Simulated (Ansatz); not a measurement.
**Smallest direct gap on the k points sampled of GaAl₃As₄ (model structure, P-4m2, No. 115, 8 atoms in the cell) at several levels of theory**

No measured value is used here.

| level (code) | value (eV) | cell (Å³/atom) |
|---|---|---|
| LDA (Ansatz) | 1.32 | 22.22 |
| PBE (Ansatz) | [?] | 23.55 |
| PBEsol (Ansatz) | 1.35 | 22.80 |
| r²SCAN (Ansatz) | 1.81 | 22.85 |
| HSE06 (Ansatz) | 2.08 | 22.80 |

Q: What belongs in the gaps?

A: 
- PBE (Ansatz, an electronic-structure program), value (eV): 1.27

Computed values are for a static lattice. Levels without +SOC have no spin–orbit coupling; where heavier elements are present it shifts gaps, mostly down, and can invert bands.  Values are at the level's own relaxed cell; HSE06 at the PBEsol cell. Cutoffs and k meshes differ between the levels. Ansatz's density-functional and Hartree–Fock values are scalar-relativistic unless marked +SOC, with PAW data made under PBE.

A model structure was made by putting elements into a prototype or built by hand; it is no filed structure, need not be a known phase, and can be a saddle point held by its symmetry.
